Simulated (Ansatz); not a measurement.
## AlAs in the wurtzite structure (space group P6_3mc, No. 186; a model cell, its experimental status unchecked)

```yaml
crystal:
  lattice:
    - [4.00347, 0.00000, 0.00000]
    - [-2.00174, 3.46711, 0.00000]
    - [0.00000, 0.00000, 6.58076]
  atoms:
    - { symbol: Al, position: [0.66667, 0.33333, 0.99984] }
    - { symbol: Al, position: [0.33333, 0.66667, 0.49984] }
    - { symbol: As, position: [0.66667, 0.33333, 0.62536] }
    - { symbol: As, position: [0.33333, 0.66667, 0.12536] }
```

All numbers come from Kohn–Sham DFT with the PBEsol functional, run in Ansatz (an electronic-structure program) with PAW and 420 eV plane waves, no spin-orbit coupling. Settings: 10×10×5 k-points, 0.05 eV Fermi–Dirac smearing.

```yaml
volume_per_atom: 22.84 Å³
density: 3.70 g/cm³
band_gap: 1.64 eV, indirect, Γ → L–M (20 % along)
total_energy: -2669.217 eV/atom (σ→0; compares only within this code and set-up)
```

Stability against distortions was not tested. This is not the structure that AlAs has at room temperature and ambient pressure.
